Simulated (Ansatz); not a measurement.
The starting structures come from a database of crystals and need not be the phases stable at ambient conditions.

Tunnelling through a barrier is set by its complex band structure: the current falls as exp(−2κd) with the smallest κ.

Consider the following.

```
Cu2KNbS4
1.0
    5.54561     0.00000     0.00000
   -2.77280     9.18744     0.00000
    0.00000     0.00000     7.43032
K Nb Cu S
2 2 4 8
Cartesian
 -1.36328   5.83659   1.85758
  1.40953   3.35084   5.57274
  2.77275   2.07563   1.85758
 -0.00006   7.11181   5.57274
  2.89004   0.00000   3.71516
  2.89004   0.00000   0.00000
  0.00033   1.99735   1.85758
  2.77314   7.19009   5.57274
  1.45800   0.14920   1.85758
 -1.31481   9.03823   5.57274
  1.36993   3.89529   1.85758
 -1.40287   5.29215   5.57274
  1.36339   7.21416   3.69725
  4.13619   1.97328   3.73307
  1.36339   7.21416   0.01791
  4.13619   1.97328   7.41241
```

Space group of this cell: Ama2. The cell is taken as given; by PBEsol its mean pressure is -2.6 GPa.

Transport runs along the normal of the first two printed cell vectors.

The gap is the functional's own. No spin-orbit coupling. Mid-gap values are interpolated on the energy grid.

Q: Give the band gap and the smallest decay constant κ at mid-gap that PBEsol run with Ansatz (an electronic-structure program) yields.

A: Gap 1.67 eV on a 6×6×4 mesh; κ = 0.266 1/Å, at the zone centre.
